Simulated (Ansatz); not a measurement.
The parent structure is MgSe in the rock salt structure (space group Fm-3m, No. 225; a = 5.4724 Å). Axes: x, y, z lie along the cube axes.

Method: Ansatz (a program for electronic structure) r2SCAN, scalar-relativistic without spin-orbit coupling.

For the base:

Band gap: 2.48 eV
Pressure: -0.01 GPa

Modification: the cell is stretched by 2.00 % along z with no lateral relaxation, atoms relaxed at fixed cell.

What does the calculation give for the band gap, pressure and energy relative to the base after the change?

The band gap shrinks by 0.13 eV to 2.35 eV; the pressure (mean of the normal stresses, compression positive) shrinks by 1.21 GPa (-0.01 GPa → -1.22 GPa); the energy rises by 3.0 meV/atom.

The cells carry an imposed strain or load. No phonon test of stability was made.
